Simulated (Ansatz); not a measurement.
Ansatz (an electronic-structure program), DFT, PBE, plane waves, its default PAW files: Cu(111) slab of 6 layers, 1x1, atoms displaced (Cu6), unrelaxed, 6 atoms. Basis and mesh were picked for this test and aren't claimed converged.

```yaml
cell: 2.56, 2.56, 20.44 Å; 90, 90, 60°
distance_to_the_nearest_atom: 2.49 to 2.53 Å
task: single point
k mesh: 10×10×1
hamiltonian.xc: pbe
kind_of_files: paw
scf.occupations.method: gaussian
scf.occupations.width: 0.1 eV
output.forces: true
binding of workers (--pin): off
k-point pools (--kpoint-pools): 1
memory maximum (--max-ram): 8GiB
accuracy: medium (default)
basis.precision: auto (default)
basis.xc_grid: 2 (default)
scf.eigensolver.kind: auto (default)
scf.convergence.dr2_threshold: 1e-07 (default)
scf.lower_state_search: light (default)
k-points after symmetry: 52
bands_at_the_start: 64
electrons: 114
plane waves at Γ: 2283
cutoff (eV): 420
FFT grid: 18×18×144
symmetry_operations: 1
```

One run each.

All on 4 threads. Base settings, kept where nothing else is said: scf.mixing.algorithm = auto (default), scf.mixing.preconditioner = auto (default), scf.algorithm = auto (default) (scf.mixing.beta, scf.mixing.ndim, scf.mixing.q_tf not set). The settings tried:…
- scf.algorithm = direct_min
- scf.mixing.preconditioner = ldos
- scf.mixing.preconditioner = kerker
- scf.mixing.ndim = 16
- scf.mixing.preconditioner = local_kerker
- scf.mixing.preconditioner = none
- scf.mixing.ndim = 4
- scf.mixing.algorithm = broyden, scf.mixing.preconditioner = none
- scf.mixing.algorithm = broyden
- scf.mixing.algorithm = broyden, scf.mixing.beta = 0.7
- scf.mixing.algorithm = broyden, scf.mixing.beta = 0.1
- scf.mixing.preconditioner = kerker_dos
- scf.mixing.algorithm = broyden, scf.mixing.preconditioner = kerker
- scf.mixing.algorithm = broyden, scf.mixing.preconditioner = kerker, scf.mixing.q_tf = 0.5 1/Å
- scf.mixing.algorithm = broyden, scf.mixing.preconditioner = kerker, scf.mixing.q_tf = 1.5 1/Å
- scf.mixing.algorithm = anderson, scf.mixing.ndim = 16
- scf.mixing.algorithm = anderson, scf.mixing.ndim = 1
- scf.mixing.algorithm = anderson
- scf.mixing.algorithm = anderson, scf.mixing.ndim = 4
- scf.mixing.algorithm = broyden, scf.mixing.beta = 1
- scf.mixing.algorithm = msr1
- scf.mixing.algorithm = broyden, scf.mixing.beta = 0.3
- the base settings

Question: Predict which of these converge in the fewest SCF iterations.

Answer: Fewest SCF iterations, with those close behind: scf.algorithm = direct_min (7); the base settings (10); scf.mixing.algorithm = msr1 (10); scf.mixing.preconditioner = ldos (10); scf.mixing.algorithm = broyden, scf.mixing.beta = 0.3 (10); scf.mixing.algorithm = broyden, scf.mixing.beta = 0.7 (10); scf.mixing.ndim = 16 (10). Most among those that reach the base run's result: scf.mixing.algorithm = broyden, scf.mixing.preconditioner = kerker (26); scf.mixing.preconditioner = kerker_dos (25); scf.mixing.preconditioner = kerker (25). No count from: scf.mixing.algorithm = anderson, scf.mixing.ndim = 1 (unfinished when stopped at the time that we allowed, after 20 SCF iterations). All the others converged. In the base run the program took: scf.mixing.algorithm MSR1, scf.mixing.preconditioner LDOS, scf.eigensolver.kind band_cg, --slots 4.

```json
[
 {"setting": "scf.algorithm = direct_min", "SCF iterations": "7", "applications of H to a band": "262650", "end": "converged"},
 {"setting": "the base settings", "SCF iterations": "10", "applications of H to a band": "65901", "end": "converged"},
 {"setting": "scf.mixing.algorithm = msr1", "SCF iterations": "10", "applications of H to a band": "65901", "end": "converged"},
 {"setting": "scf.mixing.preconditioner = ldos", "SCF iterations": "10", "applications of H to a band": "65901", "end": "converged"},
 {"setting": "scf.mixing.algorithm = broyden, scf.mixing.beta = 0.3", "SCF iterations": "10", "applications of H to a band": "63819", "end": "converged"},
 {"setting": "scf.mixing.algorithm = broyden, scf.mixing.beta = 0.7", "SCF iterations": "10", "applications of H to a band": "70234", "end": "converged"},
 {"setting": "scf.mixing.ndim = 16", "SCF iterations": "10", "applications of H to a band": "65889", "end": "converged"},
 {"setting": "scf.mixing.algorithm = broyden", "SCF iterations": "11", "applications of H to a band": "75756", "end": "converged"},
 {"setting": "scf.mixing.algorithm = anderson", "SCF iterations": "11", "applications of H to a band": "75664", "end": "converged"},
 {"setting": "scf.mixing.algorithm = broyden, scf.mixing.beta = 1", "SCF iterations": "11", "applications of H to a band": "75756", "end": "converged"},
 {"setting": "scf.mixing.algorithm = anderson, scf.mixing.ndim = 16", "SCF iterations": "11", "applications of H to a band": "75751", "end": "converged"},
 {"setting": "scf.mixing.ndim = 4", "SCF iterations": "11", "applications of H to a band": "69288", "end": "converged"},
 {"setting": "scf.mixing.preconditioner = local_kerker", "SCF iterations": "12", "applications of H to a band": "71015", "end": "converged"},
 {"setting": "scf.mixing.algorithm = anderson, scf.mixing.ndim = 4", "SCF iterations": "14", "applications of H to a band": "96942", "end": "converged"},
 {"setting": "scf.mixing.preconditioner = none", "SCF iterations": "15", "applications of H to a band": "81576", "end": "converged"},
 {"setting": "scf.mixing.algorithm = broyden, scf.mixing.beta = 0.1", "SCF iterations": "15", "applications of H to a band": "101182", "end": "converged"},
 {"setting": "scf.mixing.algorithm = broyden, scf.mixing.preconditioner = none", "SCF iterations": "16", "applications of H to a band": "96858", "end": "converged"},
 {"setting": "scf.mixing.algorithm = broyden, scf.mixing.preconditioner = kerker, scf.mixing.q_tf = 0.5 1/Å", "SCF iterations": "16", "applications of H to a band": "91926", "end": "converged"},
 {"setting": "scf.mixing.algorithm = broyden, scf.mixing.preconditioner = kerker, scf.mixing.q_tf = 1.5 1/Å", "SCF iterations": "19", "applications of H to a band": "100968", "end": "converged"},
 {"setting": "scf.mixing.preconditioner = kerker", "SCF iterations": "25", "applications of H to a band": "123104", "end": "converged"},
 {"setting": "scf.mixing.preconditioner = kerker_dos", "SCF iterations": "25", "applications of H to a band": "128117", "end": "converged"},
 {"setting": "scf.mixing.algorithm = broyden, scf.mixing.preconditioner = kerker", "SCF iterations": "26", "applications of H to a band": "133734", "end": "converged"}
]
```

An iteration's cost differs between solvers, so these counts don't give the time.

Keys are those of Ansatz 0.2.
